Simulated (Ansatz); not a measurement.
The reference is MgS in the rock salt structure (space group Fm-3m, No. 225; a = 5.2030 Å). Axes: x, y, z lie along the cube axes.

Computed with r2SCAN in Ansatz (plane waves to 500 eV, PAW, spin-orbit coupling left out).

For the base:

The electron mass is 0.53 mₑ along k, 0.31 mₑ across (at X). The band gap is 3.46 eV.

Now apply this change: the cell is stretched by 1.50 % along z with no lateral relaxation; the atoms relax in the strained cell.

Question: How does this affect the electron mass, band gap, energy relative to the base and hole mass?

Answer: The electron mass goes from 0.53 mₑ along k, 0.31 mₑ across (at X) to 0.51 mₑ along k, 0.31 mₑ across (at X); the band gap falls by 0.10 eV, from 3.46 eV to 3.36 eV; the energy goes up by 1.8 meV/atom; the hole mass is 0.27 mₑ along z, 0.96 mₑ across (at Γ).

Masses are band curvatures over ±0.01 Å⁻¹ around the edge. Along k means along the line from Γ to the band edge. No phonon test of stability was made.

Ansatz is an electronic-structure program.
